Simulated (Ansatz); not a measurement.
**NbBr4, pressure series**

Take NbBr₄ (space group C2/m, No. 12; made of chains) as the base.

```yaml
crystal:
  lattice:
    - [6.28072, -3.54872, 0.00000]
    - [6.28072, 3.54872, 0.00000]
    - [-5.84132, 0.00000, 6.63478]
  atoms:
    - { symbol: Nb, position: [0.21696, 0.78304, 0.00000] }
    - { symbol: Nb, position: [0.78304, 0.21696, 0.00000] }
    - { symbol: Br, position: [0.21427, 0.21427, 0.17198] }
    - { symbol: Br, position: [0.78573, 0.78573, 0.82802] }
    - { symbol: Br, position: [0.27843, 0.78762, 0.30593] }
    - { symbol: Br, position: [0.72157, 0.21238, 0.69407] }
    - { symbol: Br, position: [0.21238, 0.72157, 0.69407] }
    - { symbol: Br, position: [0.78762, 0.27843, 0.30593] }
    - { symbol: Br, position: [0.68552, 0.68552, 0.14951] }
    - { symbol: Br, position: [0.31448, 0.31448, 0.85049] }
```

Cell and atoms are relaxed at each pressure.

The values are results of Ansatz (a first-principles code), PBEsol, PAW, cutoff 420 eV, no SOC, not measurements.

Two rows of this table had their results exchanged by mistake.

| pressure | volume per atom (Å³) | shortest distance (Å) | band gap |
|---|---|---|---|
| pressure 1.8 GPa | 26.13 | 2.453 | 0.68 eV |
| pressure 4.2 GPa | 18.50 | 2.371 | zero |
| pressure 9 GPa | 22.34 | 2.428 | 0.46 eV |
| pressure 30 GPa | 24.33 | 2.445 | 0.59 eV |
| pressure 45 GPa | 16.95 | 2.346 | zero |
| pressure 60 GPa | 15.91 | 2.321 | zero |

Question: Which two?

Answer: The rows for pressure 4.2 GPa and pressure 30 GPa: the volume has to fall steadily with pressure, so 24.33 Å³ belongs to pressure 4.2 GPa and 18.50 Å³ to pressure 30 GPa.

The mesh was chosen for an insulator and is coarse for the gapless case. Load acts through the strain it causes; cell and atoms are relaxed under it. No phonon test of stability was made. No other phases were tried under pressure. No Hubbard U is applied, and correlation can decide whether such a compound is a metal. All final runs are without spin polarisation. Along this pressure series the structure jumps between pressure 30 GPa and pressure 45 GPa; cells beyond that are another form of it. No dispersion term is included in the PBEsol runs. A zero or small gap of NbBr4 under pressure 30 GPa can be the functional's error rather than a property of the material.
